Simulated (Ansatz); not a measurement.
The starting structures come from a database of crystals and need not be the phases stable at ambient conditions.

Tunnelling through a barrier is set by its complex band structure: the current falls as exp(−2κd) with the smallest κ.

Data:

```
Y2ZnSe4
1.0
    8.17238     0.00000     0.00000
    0.00000     8.17238     0.00000
    4.08619    -4.08619     5.77874
Y Zn Se
4 2 8
Cartesian
  6.12928   4.08619   4.33406
  8.17238   6.12928   1.44469
 10.21547   4.08619   4.33406
  8.17238   2.04309   1.44469
  4.08619   0.00000   2.88937
  4.08619   4.08619   0.00000
  6.15805   0.00000   1.42435
  8.17238   2.07186   4.31372
  2.01433   0.00000   1.42435
  8.17238  -2.07186   4.31372
  4.08619   2.07186   4.35440
  6.15805   4.08619   1.46503
  4.08619  -2.07186   4.35440
  2.01433   4.08619   1.46503
```

Space group of this cell: Fd-3m, spinel. The cell is taken as given; by r2SCAN its mean pressure is -1.4 GPa.

Transport runs along the normal of the first two printed cell vectors, the (001) plane of the conventional cell.

No gap correction and no spin-orbit coupling; mid-gap values are interpolated between computed energies.

Compute, with r2SCAN (Ansatz, a program for electronic structure), the band gap and the smallest decay constant κ at mid-gap.

Gap 0.70 eV on a 6×6×6 mesh; κ = 0.100 1/Å, at the zone centre.
